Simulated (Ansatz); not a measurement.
# SnSe (model structure, started from the 4H type, P6₃mc, No. 186, 8 atoms in the cell)

Computed with LDA (PAW; Ansatz, a first-principles code).

Settings: plane-wave cutoff 520 eV, 12×12×4 k mesh (along the axes of the cell as run), Fermi–Dirac smearing 0.01 eV, scalar-relativistic PAW data made under PBE.

Cell (relaxed at this level):

```cif
data_Se4Sn4
_chemical_formula_sum 'Sn4 Se4'
_space_group_name_H-M_alt 'P63mc'
_space_group_IT_number 186
_space_group_name_Hall 'P 6c -2c'
_cell_length_a 4.97007
_cell_length_b 4.97007
_cell_length_c 11.62705
_cell_angle_alpha 90.000
_cell_angle_beta 90.000
_cell_angle_gamma 120.000
loop_
_atom_site_label
_atom_site_type_symbol
_atom_site_symmetry_multiplicity
_atom_site_Wyckoff_symbol
_atom_site_fract_x
_atom_site_fract_y
_atom_site_fract_z
_atom_site_occupancy
Sn1 Sn 2 a 0.00000 0.00000 0.02715 1
Sn2 Sn 2 b 0.33333 0.66667 0.27594 1
Se1 Se 2 a 0.00000 0.00000 0.28473 1
Se2 Se 2 b 0.33333 0.66667 0.03781 1
```

For SnSe (model structure, started from the 4H type, P6₃mc, No. 186, 8 atoms in the cell), the band gap is 0.25 eV (on the SCF k mesh) and the Γ–Γ gap is 2.03 eV. The bulk modulus B0 is 35.5 GPa.

Note: the bulk modulus is −V dP/dV from two relaxed cells at ±2 % in volume; the relaxation could raise the start's symmetry but not lower it, so the cell can be a saddle point.

Spin–orbit coupling is not included.

Static lattice: no zero-point or thermal effects.

Computing time: roughly 28 core-minutes.

A model structure was made by putting elements into a prototype or built by hand; it is no filed structure, need not be a known phase, and can be a saddle point held by its symmetry.
